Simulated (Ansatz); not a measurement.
**Pressure series in Ca3SbN**

Base system: Ca3SbN in the anti-perovskite structure (space group Pm-3m, No. 221; a cell from a computed database, its experimental status unchecked).

```xyz
5
Lattice="4.8027 0.0000 0.0000 0.0000 4.8027 0.0000 0.0000 0.0000 4.8027" Properties=species:S:1:pos:R:3 pbc="T T T"
Ca     0.0000     2.4014     2.4014
Ca     2.4014     0.0000     2.4014
Ca     2.4014     2.4014     0.0000
Sb     0.0000     0.0000     0.0000
N      2.4014     2.4014     2.4014
```

Cell and atoms are relaxed at each pressure.

The values are results of plane-wave PAW DFT at the PBEsol level (Ansatz, a quantum-chemistry and plane-wave program, 420 eV), scalar-relativistic without spin-orbit coupling, not measurements.

| P (GPa) | V (Å³/atom) |
|---|---|
| -1.99 | 22.933 |
| -1.00 | 22.528 |
| 0.30 | 22.055 |
| 0.69 | 21.919 |
| 1.48 | 21.662 |
| 2.98 | 21.211 |
| 5.00 | 20.672 |
| 7.50 | 20.086 |
| 10.00 | 19.572 |

Question: Fit a third-order Birch–Murnaghan equation of state.

Answer: Least squares on P(V) = (3B₀/2)[(V₀/V)^(7/3) − (V₀/V)^(5/3)]·[1 + (3/4)(B₀′ − 4)((V₀/V)^(2/3) − 1)] gives V₀ = 22.16 Å³/atom, B₀ = 62 GPa and B₀′ = 4.1.

Between the base and pressure 5 GPa the gap moves from 0.33 eV to 0.20 eV, a mean slope of -27 meV/GPa.

Spin-orbit coupling, missing from the scalar runs, can matter with Sb. Load acts through the strain it causes; cell and atoms are relaxed under it. Whether these cells are dynamically stable was not tested. No other phases were tried under pressure. The zero or small gap of Ca3SbN under pressure 1.5 GPa, Ca3SbN under pressure 3 GPa, Ca3SbN under pressure 5 GPa and Ca3SbN under pressure 7.5 GPa can change with the level of theory.
